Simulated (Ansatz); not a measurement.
Take CdTe in the zinc blende structure (space group F-43m, No. 216) as the base.

```
CELL_PARAMETERS angstrom
      0.00000     3.24460     3.24460
      3.24460     0.00000     3.24460
      3.24460     3.24460     0.00000
ATOMIC_POSITIONS crystal
  Te 0.75000 0.75000 0.75000
  Cd 0.00000 0.00000 0.00000
```

All numbers come from PBEsol (Ansatz, a program for electronic structure; PAW; 420 eV plane waves; scalar-relativistic without spin-orbit coupling).

For the base:

- Band gap: 0.65 eV
- Volume per atom: 34.16 Å³

Now apply this change: cell and atoms relaxed at a pressure of 1.5 GPa.

### Question
What does the calculation give for the band gap and volume per atom after the change?

### Answer
The band gap grows by 0.10 eV to 0.75 eV; the volume per atom falls by 1.113 Å³ (34.16 Å³ → 33.04 Å³).

With Te present, leaving out spin-orbit coupling can change the band edges. Load acts through the strain it causes; cell and atoms are relaxed under it. Whether these cells are dynamically stable was not tested.
